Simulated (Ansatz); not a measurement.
MoS2 (R3m, No. 160, 3 atoms in the cell; start mp-1434; a measured phase of this formula has another space group): properties by level of theory

```tsv
level (code)	lattice constant a (Å)	lattice parameter c (Å)
PBE (Ansatz)	3.185	22.163
r²SCAN (Ansatz)	3.185	19.496
r²SCAN+rVV10 (Ansatz)	3.175	18.569
```

Caveats: the relaxation could not lower the start's symmetry, so the cell can be a saddle point above a distorted one (PBE, r²SCAN, r²SCAN+rVV10). Ansatz's density-functional and Hartree–Fock values are scalar-relativistic unless marked +SOC, with PAW data made under PBE.

The crystal itself was run without spin with PBE, r²SCAN, r²SCAN+rVV10; a magnetic state was not tried in these runs.

A start named mp-… is a Materials Project structure, which need not be a measured phase.

Ansatz is a quantum-chemistry and plane-wave program.
